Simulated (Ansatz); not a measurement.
**Mg₂Ge in the anti-fluorite structure (space group Fm-3m, No. 225)**

Space group Fm-3m (No. 225); a = b = c = 6.3644 Å, α = β = γ = 90.00°

```tsv
atom	site	symmetry	x	y	z
Ge	4a	m-3m	0.0000	0.0000	0.0000
Mg	8c	-43m	0.2500	0.2500	0.2500
```
(The calculation used a cell of 3 atoms; values per cell refer to that cell.)

The values are results of PBEsol (Ansatz, an electronic-structure program, PAW, no spin-orbit coupling), not measurements. Settings: 13×13×13 k-points, 0.05 eV Fermi–Dirac smearing.

| Item | Value |
|---|---|
| Volume per atom | 21.48 Å³ |
| Density | 3.12 g/cm³ |
| Band gap | 0.08 eV, indirect, Γ → X |
| Electron mass | 0.55 mₑ along k, 0.18 mₑ across |
| Lowest conduction-band minima above the VBM | X along ⟨100⟩ 0.08 eV; Γ 1.03 eV; L along ⟨111⟩ 1.03 eV |
| Total energy | -2692.818 eV/atom (σ→0; compares only within this code and set-up) |

Masses are band curvatures over ±0.01 Å⁻¹ around the edge. Along k means along the line from Γ to the band edge. Stability against distortions was not tested. A zero or small gap of Mg2Ge can be the functional's error rather than a property of the material.
